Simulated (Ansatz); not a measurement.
The parent structure is GaAs (space group P4_2/mnm, No. 136; a = 6.917 Å, c = 4.003 Å; a hypothetical phase, not in the database extracts checked). Axes: x, y, z lie along a, b, c of the conventional cell.

Modification: uniaxial stress, 3 GPa tension along x; all other stress components relax to zero.

Levels (all Ansatz, a quantum-chemistry and plane-wave program, PAW): PBEsol (420 eV, no SOC); r2SCAN (500 eV, spin-orbit coupling left out).

The geometry is relaxed with PBEsol.

| Property | Result |
|---|---|
| PBEsol band gap | 0.40 eV |
| PBEsol pressure | -1.00 GPa |
| PBEsol width of the top valence band | 2.14 eV |

With r2SCAN at the same geometry, the band gap increases by 0.52 eV (0.40 eV → 0.92 eV); the pressure increases by 0.18 GPa to -0.82 GPa; the width of the top valence band increases by 0.04 eV to 2.18 eV.

Single points use the geometry relaxed with PBEsol. Their cutoffs differ, which shifts pressures a little. Load acts through the strain it causes; cell and atoms are relaxed under it. Beyond what the load breaks, stability against distortions was not tested.
